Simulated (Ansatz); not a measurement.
LiF (model structure, started from the CsCl type, Pm-3m, No. 221, 2 atoms in the cell), treated with PBEsol (Ansatz, a first-principles code, PAW).

Settings: plane-wave cutoff 520 eV, 14×14×14 k mesh, Fermi–Dirac smearing 0.01 eV, scalar-relativistic PAW data made under PBE.

The cell is the one relaxed with PBEsol. Conventional cell: a = 2.5231 Å, b = 2.5231 Å, c = 2.5231 Å, α = 90.00°, β = 90.00°, γ = 90.00°.

```yaml
crystal:
  lattice:
    - [2.52308, 0.00000, 0.00000]
    - [0.00000, 2.52308, 0.00000]
    - [0.00000, 0.00000, 2.52308]
  atoms:
    - { symbol: Li, position: [0.00000, 0.00000, 0.00000] }
    - { symbol: F, position: [0.50000, 0.50000, 0.50000] }
```

List the 5 lowest band energies at Γ above −25 eV (eV, relative to the valence band maximum), grouping those that round alike.

At Γ: -20.87, -0.72 (×3), 7.73.

Note: the relaxation could raise the start's symmetry but not lower it, so the cell can be a saddle point.

A model structure was made by putting elements into a prototype or built by hand; it is no filed structure, need not be a known phase, and can be a saddle point held by its symmetry.
